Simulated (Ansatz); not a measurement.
## Several settings converged on KCaF3 (Pm-3m, 5 atoms in the cell)

```yaml
crystal:
  lattice:
    - [4.46828, 0.00000, 0.00000]
    - [0.00000, 4.46828, 0.00000]
    - [0.00000, 0.00000, 4.46828]
  atoms:
    - { symbol: K, position: [0.50000, 0.50000, 0.50000] }
    - { symbol: Ca, position: [0.00000, 0.00000, 0.00000] }
    - { symbol: F, position: [0.00000, 0.50000, 0.00000] }
    - { symbol: F, position: [0.50000, 0.00000, 0.00000] }
    - { symbol: F, position: [0.00000, 0.00000, 0.50000] }
```

Base method: LDA (PW92), default PAW files made with PBE (plane waves; Ansatz, a program for electronic structure).

Base settings: basis.ecutwfc = 420 eV; kpoints.mp_grid.grid = 6 6 6; hamiltonian.xc = lda; hamiltonian.pseudopotentials = {kind: paw} (the program's default PAW files); scf.occupations.method = fixed.

Core times come from one kind of shared machine, to one figure; runs under 30 s give none.

**Zone-centre phonons against the mesh**

In this ladder: phonons.method = dfpt; phonons.dielectric = true; phonons.rigid_motions = translations.

Frequencies are those of the unrelaxed cell, without the LO-TO term of polar crystals.

Only quantities that move along the ladder and can be compared are tabulated.

```tsv
kpoints.mp_grid.grid	highest zone-centre frequency (cm⁻¹)	lowest optical frequency (cm⁻¹)	core time / last (rough)
2 2 2	363.2	7.2	–
3 3 3	365.8	60.7	–
4 4 4	366.0	62.7	0.09
5 5 5	366.0	62.8	0.10
7 7 7	366.0	63.0	0.2
9 9 9	366.0	63.0	0.4
11 11 11	366.0	63.0	1
```

Coarsest kpoints.mp_grid.grid that holds the highest zone-centre frequency within 2 cm⁻¹ of the last step, with all finer ones: 3 3 3; the step before is off by 2.8 cm⁻¹.

Coarsest kpoints.mp_grid.grid that holds the lowest optical frequency within 1 cm⁻¹ of the last step, with all finer ones: 4 4 4, at about 0.09 of the last step's time; the step before is off by 2.3 cm⁻¹.

**The dielectric constant against the mesh**

In this ladder: dielectric = true; dielectric.field_mesh = kpoints.

Only quantities that move along the ladder and can be compared are tabulated.

| kpoints.mp_grid.grid | largest Born charge (mean of the diagonal) (e) | mean ε∞ | core time / last (rough) |
|---|---|---|---|
| 2 2 2 | 2.324 | 2.049 | – |
| 3 3 3 | 2.313 | 2.068 | – |
| 4 4 4 | 2.312 | 2.071 | – |
| 5 5 5 | 2.312 | 2.071 | – |
| 6 6 6 | 2.312 | 2.072 | – |
| 7 7 7 | 2.312 | 2.072 | – |
| 9 9 9 | 2.312 | 2.072 | 0.2 |
| 11 11 11 | 2.312 | 2.072 | 0.6 |
| 14 14 14 | 2.312 | 2.072 | 1 |

Coarsest kpoints.mp_grid.grid that holds the mean ε∞ within 0.01 of the last step, with all finer ones: 3 3 3; the step before is off by 0.022.

Coarsest kpoints.mp_grid.grid that holds the largest Born charge (mean of the diagonal) within 0.005 e of the last step, with all finer ones: 3 3 3; the step before is off by 0.012 e.

On the base run: the starting cell comes from a database of computed structures (which also holds hypothetical and non-ambient phases and stackings), without a prior relaxation at this level. Its lattice was rescaled by up to half a per cent. In the base run, with a pressure of about -5 GPa the cell is away from its equilibrium volume at this level.

Left out of this page: 1 run of the series stopped by limits of time or memory.

Keys are those of Ansatz 0.2.
